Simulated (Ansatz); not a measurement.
## Au: element substitutions

The reference is Au in the hcp (Mg type) structure (space group P6_3/mmc, No. 194; a = 2.862 Å, c = 4.802 Å).

Each row replaces one element on all its sites; cell and atoms are relaxed.

Level of theory: plane-wave PAW DFT at the PBEsol level (Ansatz, a program for electronic structure, 420 eV), no spin-orbit coupling.

| case | shortest interatomic distance | density |
|---|---|---|
| base | 2.862 Å | 19.20 g/cm³ |
| Au → Cu | 2.512 Å | 9.32 g/cm³ |
| Au → Ag | 2.855 Å | 10.74 g/cm³ |
| Au → Ru | 2.631 Å | 12.60 g/cm³ |

Stability against distortions was not tested. For Cu in this form, whether it has been made was not checked. The base started in Cmcm and relaxed to P6_3/mmc at this level. All final runs are without spin polarisation. This is not the structure that Cu has at room temperature and ambient pressure. This is not the structure that Au has at room temperature and ambient pressure. This is not the structure that Ag has at room temperature and ambient pressure.
